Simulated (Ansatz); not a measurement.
Given:

```
CdTe
1.0
    4.64161     0.00000     0.00000
    0.00000     4.64161     0.00000
    2.32081     2.32081     3.28212
Cd Te
1 1
Direct
  0.00000   0.00000   0.00000
  0.75000   0.25000   0.50000
```

Space group of this cell: F-43m, zinc blende. The cell is taken as given.

The current runs along the normal of the first two printed vectors, the (001) plane. All runs by Ansatz (a quantum-chemistry and plane-wave program), plane waves and PAW, without spin-orbit coupling; the base is r2SCAN.

```
run                                                      mean pressure (GPa)  gap (eV)  mid-gap κ (1/Å)
-------------------------------------------------------  -------------------  --------  ---------------
base                                                                    -0.1      1.16            0.082
all lengths scaled by 0.98                                               2.7         ?                ?
all lengths scaled by 1.02                                              -2.2      0.97            0.071
lengths across the current scaled by 0.98, ions clamped                  1.6         ?                ?
lengths across the current scaled by 1.02, ions clamped                 -1.6      0.99            0.073
lengths along the current scaled by 0.97, ions clamped                   1.2      1.19            0.085
lengths along the current scaled by 1.03, ions clamped                  -1.2         ?                ?
```

Problem. What belongs in the gaps?

Solution. 
- all lengths scaled by 0.98, gap (eV): 1.35
- all lengths scaled by 0.98, mid-gap κ (1/Å): 0.093
- lengths across the current scaled by 0.98, ions clamped, gap (eV): 1.26
- lengths across the current scaled by 0.98, ions clamped, mid-gap κ (1/Å): 0.091
- lengths along the current scaled by 1.03, ions clamped, gap (eV): 1.03
- lengths along the current scaled by 1.03, ions clamped, mid-gap κ (1/Å): 0.079
